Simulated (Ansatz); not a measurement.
## Quick settings and what they miss: AlN (F-43m, 2 atoms in the cell)

Self-consistent single point.

```
AlN
1.0
    0.00000     2.18399     2.18399
    2.18399     0.00000     2.18399
    2.18399     2.18399     0.00000
Al N
1 1
Direct
  0.00000   0.00000   0.00000
  0.75000   0.75000   0.75000
```

Level of theory: r2SCAN, default PAW files made with PBE (plane waves; Ansatz, a first-principles code).

Base settings: basis.ecutwfc = 36.7 Ry; kpoints.mp_grid.grid = 13 13 13; hamiltonian.xc = r2scan; hamiltonian.pseudopotentials = {kind: paw} (the program's default PAW files); scf.occupations.method = gaussian; scf.occupations.width = 0.0007 Ry.

Tight run (finer mesh or higher cutoff; not a proven limit): basis.ecutwfc: 36.7 Ry → 51.4 Ry; kpoints.mp_grid.grid: 13 13 13 → 18 18 18; scf.convergence.dr2_threshold: default (1e-07 eV) → 1e-09 eV. It gave top of the valence band (on the code's own zero) 6.70 eV; gap on the k-point mesh 3.94 eV; pressure 0.23 GPa.

Quick runs, as changes from the base:
- A: the base itself
- B: kpoints.mp_grid.grid: 13 13 13 → 4 4 4
- C: basis.ecutwfc: 36.7 Ry → 22 Ry; kpoints.mp_grid.grid: 13 13 13 → 1 1 1; scf.occupations.method: gaussian → methfessel_paxton; scf.occupations.width: 0.0007 Ry → 0.0367 Ry; scf.convergence.dr2_threshold: default (1e-07 eV) → 0.001 eV
- D: basis.ecutwfc: 36.7 Ry → 30.9 Ry; kpoints.mp_grid.grid: 13 13 13 → 3 3 3; hamiltonian.xc: r2scan → b3lyp [B3LYP]
- E: basis.ecutwfc: 36.7 Ry → 30.9 Ry; kpoints.mp_grid.grid: 13 13 13 → 4 4 4; hamiltonian.xc: r2scan → hse06 [HSE06]

Dashes: gap of C, left out as unsure on this mesh or at this smearing; energy of D, E, another energy zero; count of D, E, another kind of functional, whose work the count does not hold.

Gaps are read on each run's own mesh, which may miss the band edges.

† marks runs with another functional, U, potentials or spin treatment: their distance from the tight run is not a convergence error alone.

The count of work is k-points × plane waves × bands × iterations; it is no time. 

Pressures in the table are Ansatz's without its Pulay estimate, at a fixed set of plane waves; the tight run's value above holds the estimate.

The starting cell comes from a database of computed structures (which also holds hypothetical and non-ambient phases and stackings), without a prior relaxation at this level. The cutoff lies below the one recommended for these files.

| run | energy less tight (meV/atom) | pressure less tight (GPa) | gap on the mesh less tight (eV) | count of work / tight |
|---|---|---|---|---|
| A | 1.4 | 0.00 | 0.091 | 0.19 |
| B | 17.5 | 0.04 | -0.023 | 0.018 |
| C | 5992.4 | 8.24 | – | 0.00093 |
| D† | – | 2.07 | 2.293 | – |
| E† | – | -0.91 | 0.608 | – |

Among the runs at the tight run's level, the energy misses run from 1.4 to 5992.4 meV/atom.

Left out of this page: 1 run of the series with a known weakness of the program; 2 runs of the series unsound by tests on forces, stress, charge or solver warnings.

Keys are those of Ansatz 0.2.
